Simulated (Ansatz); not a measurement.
CaAlSiH (space group P3m1, No. 156; a cell from a computed database, its experimental status unchecked)

Space group P3m1 (No. 156); a = b = 4.126 Å, c = 4.731 Å, α = β = 90.00°, γ = 120.00°

```json
[
 {"atom": "Ca", "site": "1a", "symmetry": "3m.", "x": "0.0000", "y": "0.0000", "z": "0.9976"},
 {"atom": "Al", "site": "1c", "symmetry": "3m.", "x": "0.6667", "y": "0.3333", "z": "0.4554"},
 {"atom": "Si", "site": "1b", "symmetry": "3m.", "x": "0.3333", "y": "0.6667", "z": "0.5646"},
 {"atom": "H", "site": "1c", "symmetry": "3m.", "x": "0.6667", "y": "0.3333", "z": "0.0891"}
]
```

All numbers come from r2SCAN (Ansatz, an electronic-structure program; PAW; 500 eV plane waves; no SOC). k-mesh 9×9×7 (Γ-centred); smearing 0.05 eV (Fermi–Dirac).

| Item | Result |
|---|---|
| Volume per atom | 17.44 Å³ |
| Density | 2.29 g/cm³ |
| Band gap | 0.64 eV, indirect, A → M |
| Hole mass | 0.39 mₑ |
| Lowest conduction-band minima above the VBM | M (1/2, 0, 0) 0.64 eV; K (1/3, 1/3, 0) 1.15 eV; A (0, 0, 1/2) 1.78 eV; H (1/3, 1/3, 1/2) 1.86 eV |
| Total energy | -754.744 eV/atom (σ→0; compares only within this code and set-up) |

Masses are band curvatures over ±0.01 Å⁻¹ around the edge. No phonon test of stability was made.
